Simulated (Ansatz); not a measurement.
Base system: ZnGeP$_{2}$ in the chalcopyrite structure (space group I-42d, No. 122; a = 5.4243 Å, c = 10.7097 Å).

The values are results of Kohn–Sham DFT with the PBEsol functional, run in Ansatz (a program for electronic structure) with PAW and 420 eV plane waves, scalar-relativistic without spin-orbit coupling, not measurements.

For the base:

The smallest direct gap comes out as 1.24 eV and the band gap is 1.07 eV.

Modification: the cell is scaled by 0.9775 in all directions; the atoms relax in the strained cell.

Predict the new smallest direct gap, band gap and energy relative to the base.

The smallest direct gap falls by 0.16 eV to 1.08 eV; the band gap falls by 0.11 eV (1.07 eV → 0.96 eV); the energy grows by 25 meV/atom.

Semilocal Kohn–Sham gaps tend to fall short of experiment. Whether these cells are dynamically stable was not tested.
